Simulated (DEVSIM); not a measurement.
## abrupt GaAs n-p junction

Device: abrupt GaAs n-p junction, at 300 K.

| layer (left to right) | material | thickness (μm) | Nd (cm⁻³) | Na (cm⁻³) | τn (s) | τp (s) |
|---|---|---|---|---|---|---|
| 1 | GaAs | 1.30 | 1.8e15 | - | 7.5e-8 | 7.5e-8 |
| 2 | GaAs | 26.0 | - | 1.1e14 | 7.5e-8 | 7.5e-8 |

Left contact: ohmic. Right contact: ohmic. Voltage is applied to the left contact. Recombination: SRH at mid-gap, radiative. Mobility is μmin + (μ − μmin)/(1 + (N/Nref)^α).

Constants are typed, rounded textbook-type inputs, not results; the design itself was drawn at random and stands for no fabricated device. Values at 300 K.

| parameter | GaAs |
|---|---|
| gap (eV) | 1.424 |
| affinity (eV) | 4.07 |
| permittivity | 12.9 |
| Nc (cm⁻³) | 4.7e17 |
| Nv (cm⁻³) | 9e18 |
| μn (cm²/Vs) | 8500 |
| μp (cm²/Vs) | 400 |
| μn,min | 500 |
| μp,min | 20 |
| Nref,n | 6e16 |
| Nref,p | 1.5e17 |
| αn | 0.39 |
| αp | 0.38 |
| B (cm³/s) | 2e-10 |

DEVSIM, 1D drift-diffusion, Boltzmann statistics, complete ionisation; no tunnelling, impact ionisation, image-force lowering or self-heating.

```yaml
potential_step_across_the_device_at_zero_bias: 0.988 V
largest_field_in_the_device_at_zero_bias: 5300 V/cm
Dark forward voltage at 1 A/cm²: 0.934 V
Dark forward voltage at 100 A/cm²: 1.507 V
```

Dark forward current:

(V (V), J (A/cm²)): (-0.05, -1.0e-10); (-0.15, -1.0e-9); (-0.25, -8.0e-9); (-0.35, -6.2e-8); (-0.45, -5.0e-7); (-0.55, -5.1e-6); (-0.65, -9.4e-5); (-0.75, -0.0032); (-0.85, -0.11); (-0.95, -1.4); (-1.00, -3.3); (-1.10, -11); (-1.20, -25); (-1.30, -44); (-1.40, -69); (-1.50, -98); (-1.60, -130); (-1.70, -170); (-1.80, -200); (-1.90, -240)

Small-signal capacitance in reverse bias (quasi-static):

```tsv
V (V)	C (nF/cm²)
0.04	3.12
0.1	3.03
0.2	2.89
0.3	2.77
0.4	2.67
0.6	2.49
0.8	2.34
1	2.21
1.3	2.06
1.6	1.93
2	1.80
```
